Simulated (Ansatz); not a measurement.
Functionals compared on a constructed model of the (110) surface of bcc Nb, a pseudomorphic layer of W in the host's stacking (bottom of the slab: a bare face, its two planes held), in Ansatz (plane waves, PAW). The structure was relaxed with PBE; the other rows are single points on it. Cutoff 420 eV (500 eV for r2SCAN).

Model: 7-atom slab, 14.7 Å thick at the start, 14x14x1 mesh, Fermi-Dirac 0.1 eV, dipole correction, 2 atoms held, the rest relaxed; held to the start's symmetry, so lower structures may exist; no spin, no spin-orbit, no U. It is one candidate, not shown to be the stable structure of the face. These notes are the PBE run's.

| functional | work function of the top face (eV) | rough cost of the single point |
|---|---|---|
| PBE | 4.69 | – |
| RPBE | ___ | about 50 core-seconds (a rough figure) |
| r2SCAN | 4.75 | roughly 80 core-seconds |

Task: Complete the blanks.

Result: 
- RPBE, work function of the top face (eV): 4.56

Ansatz is a program for electronic structure.
